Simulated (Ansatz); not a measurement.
Worked example: self-consistent single point of CdHgSe2 (R3m, 4 atoms in the cell) in Ansatz (an electronic-structure program).

Level of theory: PBEsol, default PAW files made with PBE (plane waves; Ansatz).

```xyz
4
Lattice="2.1704 1.2531 7.0811 -2.1704 1.2531 7.0811 0.0000 -2.5062 7.0811" Properties=species:S:1:pos:R:3 pbc="T T T"
Cd     0.0000     0.0000    10.6786
Hg     0.0000     0.0000    21.2400
Se     0.0000     0.0000    18.5708
Se     0.0000     0.0000     7.9789
```

Reference input (self-consistent single point, DFT, PBEsol, plane waves, default PAW files made with PBE): basis.ecutwfc = 420 eV; kpoints.mp_grid.grid = 8 8 8; hamiltonian.xc = pbesol; hamiltonian.pseudopotentials = {kind: paw} (the program's default PAW files); scf.occupations.method = gaussian; scf.occupations.width = 0.1 eV. This run's input differs from it in these lines:

Ansatz 0.2 input:
```diff
@@ -14,3 +14,3 @@
 kpoints:
-  mp_grid: { grid: [8, 8, 8] }
+  mp_grid: { grid: [13, 13, 13] }
 hamiltonian:
@@ -19,3 +19,3 @@
 scf:
-  occupations: { method: gaussian, width: 0.1 eV }
+  occupations: { method: fermi_dirac, width: 1.0 eV }
 output:
```

The program printed (abridged):

```
SCF iter   1: F=—  HF=-32703.707244 eV  |F-HF|=—  |Δ(HF+E_count)|=         —  Δρ=8.82e-3  dr2=1.37e-1  ethr=1.77e-3  ⟨swp⟩=8.9  Hψ=70832  notcnv=0
all-band conjugate gradients solve this SCF's bands
preconditioner: auto → LDOS
SCF iter   2: F=—  HF=-32703.680607 eV  |F-HF|=—  |Δ(HF+E_count)|=   2.66e-2  Δρ=4.95e-3  dr2=2.11e-2  ethr=1.90e-4  ⟨swp⟩=2.0  Hψ=21634  notcnv=0
SCF iter   3: F=—  HF=-32703.675186 eV  |F-HF|=—  |Δ(HF+E_count)|=   5.42e-3  Δρ=2.64e-3  dr2=6.52e-3  ethr=2.93e-5  ⟨swp⟩=2.0  Hψ=23433  notcnv=0
SCF iter   4: F=—  HF=-32703.672856 eV  |F-HF|=—  |Δ(HF+E_count)|=   2.33e-3  Δρ=6.74e-4  dr2=5.03e-4  ethr=9.05e-6  ⟨swp⟩=3.0  Hψ=24529  notcnv=0
SCF iter   5: F=—  HF=-32703.672660 eV  |F-HF|=—  |Δ(HF+E_count)|=   1.96e-4  Δρ=1.69e-4  dr2=2.94e-5  ethr=6.99e-7  ⟨swp⟩=2.0  Hψ=20652  notcnv=0
SCF iter   6: F=—  HF=-32703.672678 eV  |F-HF|=—  |Δ(HF+E_count)|=   1.80e-5  Δρ=1.72e-5  dr2=4.40e-7  ethr=4.08e-8  ⟨swp⟩=2.0  Hψ=22054  notcnv=0
SCF iter   7: F=-32703.672678 eV  HF=-32703.672679 eV  |F-HF|=3.61e-8  |Δ(HF+E_count)|=   2.29e-7  Δρ=4.25e-6  dr2=3.35e-8  ethr=1.39e-10  ⟨swp⟩=7.8  Hψ=63731  notcnv=0
SCF 1 converged in 7 iterations: F = -32703.672678 eV  dr2 = 3.35e-8
Free energy (F): -32703.672678 eV
Internal energy: -32698.933094 eV  (E = F + TS)
E sigma→0 (E₀):  -32701.302886 eV
Entropy (-TS):   -4.739585 eV (-1184.896 meV/atom)
Fermi energy:    8.542721 eV
--- Forces (eV/Å), atoms counted from 1 ---
  atom   1  Cd    -0.00000000    -0.00000000    -0.22167502
  atom   2  Hg     0.00000000    -0.00000000     0.04035326
  atom   3  Se    -0.00000000    -0.00000000    -0.10282697
  atom   4  Se     0.00000000     0.00000000     0.28419129
--- Stress (GPa, compression-positive) ---
        3.197487       0.000000       0.000000
        0.000000       3.197487       0.000000
        0.000000       0.000000       2.467076
  P = ⅓ Tr σ = 2.9540 GPa (29.540 kbar)
  The stress holds the Pulay correction. Without it, at fixed plane waves, as pw.x and ABINIT print it: P = 2.9289 GPa
```

The run converged in 7 iterations. Against the reference run the free energy goes down by 414 meV/atom, the pressure goes from -0.69 to 2.95 GPa and the largest force goes from 0.237 to 0.284 eV/Å.

The starting cell comes from a database of computed structures (which also holds hypothetical and non-ambient phases and stackings), without a prior relaxation at this level. Its lattice was rescaled by up to half a per cent. One atom was moved a little off its site on purpose. Spin-orbit coupling is off. Ansatz's pressure includes its estimate of the finite-basis (Pulay) stress. The run gives no clean gap (levels at the Fermi energy touch, overlap or are partly filled at this smearing), which alone does not show that the compound is a metal.

Cost on one core of a shared machine: roughly 2 min.
